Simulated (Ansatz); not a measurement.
The starting structures come from a database of crystals and need not be the phases stable at ambient conditions.

By PBEsol, the system below comes out a metal.

Without scattering a metal conducts by its projected Fermi surface.

Consider the following.

```
CELL_PARAMETERS angstrom
      2.99751     0.00000     0.00000
      0.00000     4.23912     0.00000
      0.00000     2.11956     2.11956
ATOMIC_POSITIONS crystal
  Al 0.00000 0.00000 0.00000
  Cu 0.50000 0.50000 0.00000
```

Space group of this cell: Pm-3m, CsCl type. The cell is taken as given; by PBEsol its mean pressure is -4.9 GPa.

The current flows along the normal of the first two printed cell vectors, the (110) plane of the conventional cell. No spin-orbit coupling; the value is a mean over 0.1 eV about the Fermi level.

**Question.** State the ballistic conductance per area according to PBEsol (Ansatz, an electronic-structure program).

**Answer.** 0.88 × 10¹⁵ S/m² for both spins.
